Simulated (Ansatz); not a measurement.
Take Cs₂AgBiBr₆ (space group Fm-3m, No. 225) as the base.

```yaml
crystal:
  lattice:
    - [0.00000, 5.59369, 5.59369]
    - [5.59369, 0.00000, 5.59369]
    - [5.59369, 5.59369, 0.00000]
  atoms:
    - { symbol: Bi, position: [0.00000, 0.00000, 0.00000] }
    - { symbol: Ag, position: [0.50000, 0.50000, 0.50000] }
    - { symbol: Cs, position: [0.25000, 0.25000, 0.25000] }
    - { symbol: Cs, position: [0.75000, 0.75000, 0.75000] }
    - { symbol: Br, position: [0.25391, 0.74609, 0.25391] }
    - { symbol: Br, position: [0.25391, 0.74609, 0.74609] }
    - { symbol: Br, position: [0.74609, 0.25391, 0.74609] }
    - { symbol: Br, position: [0.74609, 0.25391, 0.25391] }
    - { symbol: Br, position: [0.25391, 0.25391, 0.74609] }
    - { symbol: Br, position: [0.74609, 0.74609, 0.25391] }
```

Calculations: Kohn–Sham DFT with the PBEsol functional, run in Ansatz (a program for electronic structure) with PAW and 420 eV plane waves, without spin-orbit coupling.

Strains are applied to the cell and any free atomic positions relax.

One change was made to it. Results:

The electron mass goes from 0.36 mₑ along k, 0.25 mₑ across (at L) to 0.36 mₑ along k, 0.24 mₑ across (at L); the pressure goes from zero to 1.37 GPa; the band gap falls by 0.08 eV to 1.02 eV; the smallest direct gap grows by 0.03 eV, from 2.23 eV to 2.26 eV; the width of the top valence band increases by 0.145 eV, from 1.27 eV to 1.41 eV.

Question: Which change produced these results?
(A) isotropic strain −3.00 %
(B) isotropic strain −2.25 %
(C) isotropic strain −1.50 %

Answer: C, isotropic strain −1.50 %. For comparison, the band gap in the other runs: isotropic strain −3.00 % gives 0.93 eV; isotropic strain −2.25 % gives 0.97 eV.

With Bi present, leaving out spin-orbit coupling can change the band edges. Masses are band curvatures over ±0.01 Å⁻¹ around the edge. Along k means along the line from Γ to the band edge. Whether these cells are dynamically stable was not tested.
